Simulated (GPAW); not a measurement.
A self-consistent single point of AgI (F-43m, 2 atoms in the cell) with GPAW.

Computed with PBE, GPAW PAW datasets PBE (gpaw-data 1.0.1) (plane waves; GPAW 25.7.0).

```
AgI
1.0
    0.00000     3.25000     3.25000
    3.25000     0.00000     3.25000
    3.25000     3.25000     0.00000
Ag I
1 1
Direct
  0.00000   0.00000   0.00000
  0.25000   0.25000   0.25000
```

Reference input (self-consistent single point, DFT PBE, plane waves, GPAW PAW datasets PBE (gpaw-data 1.0.1)): mode = pw; ecut = 600 eV; xc = PBE; kpts = 9 9 9; mesh shift (steps) = 0 0 0; occupations.name = fermi-dirac; occupations.width = 0.05 eV; nbands = -6; convergence.forces = 0.001 eV/Å; convergence.bands = -4; symmetry.symmorphic = false; symmetry.tolerance = 0.0005. This run's input differs from it in these lines:

```diff
@@ -14,3 +14,3 @@
             xc='PBE',
-            kpts=(9, 9, 9),
+            kpts={'size': (4, 4, 4), 'gamma': True},
             occupations={'name': 'fermi-dirac', 'width': 0.05},
```

Output (repeated stretches shortened):

```
     iter     time        total  log10-change:
                         energy   eigst   dens  force
iter:   1 --:--:--    -4.911568   +0.12
iter:   2 --:--:--    -4.896737   -1.58  -1.70
iter:   3 --:--:--    -4.925508   -1.59  -1.72
iter:   4 --:--:--    -4.911101   -3.34  -1.98
iter:   5 --:--:--    -4.844455   -2.18  -1.99
iter:   6 --:--:--    -4.845282   -3.57  -2.79
iter:   7 --:--:--    -4.844396c  -3.49  -2.79
iter:   8 --:--:--    -4.843753c  -4.66  -3.12
iter:   9 --:--:--    -4.843799c  -4.58  -3.45
iter:  10 --:--:--    -4.843813c  -4.64  -3.36
iter:  11 --:--:--    -4.843726c  -5.27  -3.57
iter:  12 --:--:--    -4.843727c  -6.79  -4.41c
iter:  13 --:--:--    -4.843727c  -7.25  -4.44c
iter:  14 --:--:--    -4.843727c  -8.05c -4.44c
iter:  15 --:--:--    -4.843727c  -6.99  -4.52c
iter:  16 --:--:--    -4.843727c  -7.89c -4.47c -16.40c
Converged after 16 iterations.

Dipole moment: (-4.767640, -4.767640, -4.767640) |e|*Ang

Energy contributions relative to reference atoms: (reference = -338138.622020)

Kinetic:         +9.937812
Potential:       -9.778958
External:        +0.000000
XC:              -5.077376
Entropy (-ST):   -0.000000
Local:           +0.074795
SIC:             +0.000000
--------------------------
Free energy:     -4.843727
Extrapolated:    -4.843727

Showing only first 2 kpts
 Kpt  Band  Eigenvalues  Occupancy
  0    10      3.02583    2.00000
  0    11      3.02583    2.00000
  0    12      4.35981    0.00001
  0    13      8.78098    0.00000

  1    10      2.11375    2.00000
  1    11      2.11375    2.00000
  1    12      6.40156    0.00000
  1    13      7.33670    0.00000

Fermi level: 3.72037

Gap: 1.334 eV
Transition (v -> c):
  (s=0, k=0, n=11, [0.00, 0.00, 0.00]) -> (s=0, k=0, n=12, [0.00, 0.00, 0.00])
No difference between direct/indirect transitions
Energy (eV): -4.843727

Forces in eV/Ang:
  0 Ag   -0.00000   -0.00000    0.00000
  1 I     0.00000   -0.00000    0.00000

Stress tensor:
    -0.013635    -0.000000     0.000000
    -0.000000    -0.013635     0.000000
     0.000000     0.000000    -0.013635
Stress (GPa, Voigt): [-2.1846 -2.1846 -2.1846  0.      0.     -0.    ]
```

The run converged in 16 iterations. GPAW prints stress with tension positive. Against the reference run the free energy rises by 9.4 meV/atom, the pressure goes from 2.00 to 2.18 GPa and the gap on the mesh moves little (1.339 to 1.334 eV).

The starting cell has typed, rounded lattice constants, without a prior relaxation at this level. Spin-orbit coupling is off.
